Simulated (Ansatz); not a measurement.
Take PbSe in the rock salt structure (space group Fm-3m, No. 225; a = 6.041 Å) as the base. Axes: x, y, z lie along the cube axes.

Method: LDA (Ansatz, a program for electronic structure), no spin-orbit coupling.

For the base:

| Quantity | Result |
|---|---|
| Volume per atom | 27.55 Å³ |

Modification: compressive biaxial strain of 0.42 % in the plane normal to [111], as in epitaxy on a mismatched substrate; the out-of-plane cell vector and the atoms relax.

Problem. How does this affect the energy relative to the base?

Solution. The energy stays essentially unchanged.

Problem. What does the calculation give for the volume per atom after the change?

Solution. The volume per atom falls by 0.099 Å³, from 27.55 Å³ to 27.46 Å³.

The mesh was chosen for an insulator and is coarse for the gapless case. Whether these cells are dynamically stable was not tested. All final runs are without spin polarisation.
